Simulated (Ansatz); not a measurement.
Consider PtSe$_{2}$ in the CdI2 type structure (space group P-3m1, No. 164; layered; relaxed with 0.1 eV smearing).

```xyz
3
Lattice="3.7722 0.0000 0.0000 -1.8861 3.2668 0.0000 0.0000 0.0000 4.8212" Properties=species:S:1:pos:R:3 pbc="T T T"
Pt     0.0000     0.0000     0.0000
Se     0.0000     2.1779     1.2800
Se     1.8861     1.0889     3.5412
```

Cartesian axes are those of the cell as printed.

Calculations: plane-wave PAW DFT at the PBE-D3(BJ) level (Ansatz, an electronic-structure program, 420 eV), no spin-orbit coupling.

It is then changed as follows: biaxial strain −2.50 %, plane normal [001], relaxed out of plane (Cartesian); in-plane vectors clamped, the third vector and the atoms free.

Q: How does this affect the out-of-plane strain?

A: The out-of-plane strain amounts to +3.73 %.

Stability against distortions was not tested. The final runs are not spin-polarised.
